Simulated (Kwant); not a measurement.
Device: GaAs/Al0.3Ga0.7As stack with 1 barrier. One parabolic valley. Leads of mass 0.067 mₑ with the band edge at 0; grid 0.1 nm; bias swept from 0.0096 to 0.44756 V, dropping linearly over the stack. Emitter Fermi level 0.028 eV, 77 K, equal in the collector.

```csv
layer,thickness (nm),band offset (eV),mass (mₑ)
1,5.7,0.24,0.092
```

Constants are typed, rounded textbook-type inputs, not results; the design itself was drawn at random and stands for no fabricated device.

Kwant, one-band effective-mass tight-binding model in one dimension, coherent, no space charge, current by the Tsu-Esaki formula.

Sweep values stay those of the base run.

Base results: J (A/cm²) at bias = 0.1069 V 655; J (A/cm²) at bias = 0.3340 V 6740; J (A/cm²) at bias = 0.2205 V 2070; J (A/cm²) at bias = 0.4476 V 24200.

What follows from this one change: Fermi level in the emitter 0.028 → 0.021 eV?

J at bias = 0.1069 V 655 → 366 A/cm²; J at bias = 0.3340 V 6740 → 3750 A/cm²; J at bias = 0.2205 V 2070 → 1160 A/cm²; J at bias = 0.4476 V 24200 → 13400 A/cm².

What follows from this one change: temperature 77 → 150 K?

J at bias = 0.1069 V 655 → 1310 A/cm²; J at bias = 0.3340 V 6740 → 13900 A/cm²; J at bias = 0.2205 V 2070 → 4180 A/cm²; J at bias = 0.4476 V 24200 → 49100 A/cm².

What follows from this one change: thickness of the first barrier 5.7 → 4.6 nm?

J at bias = 0.1069 V 655 → 2660 A/cm²; J at bias = 0.3340 V 6740 → 15100 A/cm²; J at bias = 0.2205 V 2070 → 6460 A/cm²; J at bias = 0.4476 V 24200 → 36300 A/cm².
